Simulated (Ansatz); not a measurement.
A 16-atom cell of (Hf,Nb)N started in the rock salt structure, site fractions Hf 0.500, Nb 0.500, short-range order -0.17 in the first shell of the mixed sites (0 is random, a negative value favours unlike neighbours), space group Imma at the end, an ordered arrangement that its symmetry holds. The mixed sublattice has 8 sites.

The mixing enthalpy is taken against the end members in the rock salt type (which need not be the stable form of NbN), relaxed in the same cell and mesh, with NbN held in the symmetric form, which may not be a minimum.

These are PBE (plane waves to 420 eV, PAW; Ansatz, a program for electronic structure) values and carry that method's errors. Spin–orbit coupling is left out; the runs are not spin-polarised. Its k-point mesh 5×5×5, Fermi–Dirac width 0.05 eV.

```tsv
cell	energy at zero smearing (eV)
HfN	-128869.449
NbN	-39505.712
HfNbN2	-84187.749
```

**Question.** Work out the mixing enthalpy per mixed site and the interaction parameter Ω of a regular solution.

**Answer.** With x = 4/8 of the second end member, ΔH = [-84187.749 − 4/8 × (-128869.449) − 4/8 × (-39505.712)] / 8 = -21 meV against the separate end members. Ω = ΔH / x(1 − x) = -84 meV.
